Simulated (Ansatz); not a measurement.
Base system: ZrAl₃ (space group I4/mmm, No. 139; a = 3.9855 Å, c = 17.1750 Å).

Computed with Ansatz (an electronic-structure program) PBEsol, without spin-orbit coupling.

```csv
level,lattice parameter a,lattice parameter c
PBEsol,3.986 Å,17.175 Å
```

**Question.** What does experiment give, and how far off is each level?

**Answer.** Measured: lattice parameter a 3.9993 Å (temperature not stated; as listed in Acta Crystallographica Section B 48, 11 (1992)); lattice parameter c 17.283 Å (temperature not stated; as listed in Acta Crystallographica Section B 48, 11 (1992)). Computed minus measured — lattice parameter a: PBEsol -0.3 %; lattice parameter c: PBEsol -0.6 %. Measured values not marked as corrected hold thermal and zero-point effects that the static-lattice runs lack.

Whether these cells are dynamically stable was not tested. The final runs are not spin-polarised.
